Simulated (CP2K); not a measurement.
Band structure of SnSe (Pnma, 8 atoms in the cell).

```
SnSe
1.0
   11.59564     0.00000     0.00000
    0.00000     4.10191     0.00000
    0.00000     0.00000     4.67317
Sn Se
4 4
Direct
  0.61879   0.75000   0.37655
  0.38121   0.25000   0.62345
  0.88121   0.25000   0.87655
  0.11879   0.75000   0.12345
  0.14855   0.25000   0.50918
  0.85145   0.75000   0.49082
  0.35145   0.75000   0.00918
  0.64855   0.25000   0.99082
```

Method: CP2K with PBE, GPW, TZVP-MOLOPT-SR-GTH basis, GTH-PBE potentials (GTH_POTENTIALS).

Settings: CUTOFF = 400 Ry; REL_CUTOFF = 60 Ry; KPOINTS/SCHEME = MONKHORST-PACK 1 3 3; XC_FUNCTIONAL = PBE; Sn/BASIS_SET = TZVP-MOLOPT-SR-GTH; Sn/POTENTIAL = GTH-PBE-q4; Se/BASIS_SET = TZVP-MOLOPT-SR-GTH; Se/POTENTIAL = GTH-PBE-q6; METHOD = GPW; EPS_DEFAULT = 1e-11; EXTRAPOLATION = USE_GUESS; NGRIDS = 4; SCF_GUESS = ATOMIC; EPS_SCF = 1e-07.

The starting cell comes from a database of computed structures (which also holds hypothetical and non-ambient phases and stackings), without a prior relaxation at this level. Its lattice was rescaled by a random factor within 2.5 % of one. Values carry the incompleteness of an atom-centred basis.

Q: Predict the gap along the standard path and the places of the band edges.

A: The gap along the path is 0.72 eV, from a point between Y and Γ to a point between Γ and X; the smallest direct gap on it is 1.01 eV.

Levels in eV from the top of the valence band on the SCF mesh, bands 17 to 21:
```tsv
point	17	18	19	20	21
Γ	-1.41	-0.86	-0.68	-0.17	0.97
X	-1.11	-1.11	-0.95	-0.95	1.29
S	-2.04	-2.04	-1.20	-1.20	2.73
Y	-0.88	-0.88	-0.13	-0.13	1.39
Z	-1.64	-1.64	-0.37	-0.37	2.52
U	-1.22	-1.22	-1.22	-1.22	1.55
R	-1.32	-1.32	-1.32	-1.32	2.60
T	-0.56	-0.56	-0.17	-0.17	1.44
```

Higher empty bands are left out: an atom-centred basis made for the valence describes them poorly.
